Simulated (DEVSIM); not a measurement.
Device: abrupt Ge n-p junction, at 300 K.

Layer 1 from the left is Ge, thickness (μm) 17.0, Nd (cm⁻³) 1.6e17, τn (s) 0.00035, τp (s) 0.00035. Layer 2 from the left is Ge, thickness (μm) 0.360, Na (cm⁻³) 2.5e15, τn (s) 0.00035, τp (s) 0.00035.

Left contact: ohmic. Right contact: ohmic. Voltage is applied to the left contact. Recombination: SRH at mid-gap, Auger. Mobility is constant in doping.

Constants are typed, rounded textbook-type inputs, not results; the design itself was drawn at random and stands for no fabricated device. Values at 300 K.

Ge: gap (eV) 0.664, affinity (eV) 4, permittivity 16, Nc (cm⁻³) 1.04e19, Nv (cm⁻³) 6e18, μn (cm²/Vs) 3900, μp (cm²/Vs) 1900, Cn (cm⁶/s) 1e-31, Cp (cm⁶/s) 1e-31.

Model (solved in DEVSIM): 1D drift-diffusion, Boltzmann statistics, complete ionisation; no tunnelling, impact ionisation, image-force lowering or self-heating.

Q: What does the simulation give for the largest field in the device at zero bias, the dark forward voltage at 100 A/cm², the potential step across the device at zero bias?

A: largest field in the device at zero bias 22000 V/cm; dark forward voltage at 100 A/cm² 0.160 V; potential step across the device at zero bias 0.355 V.
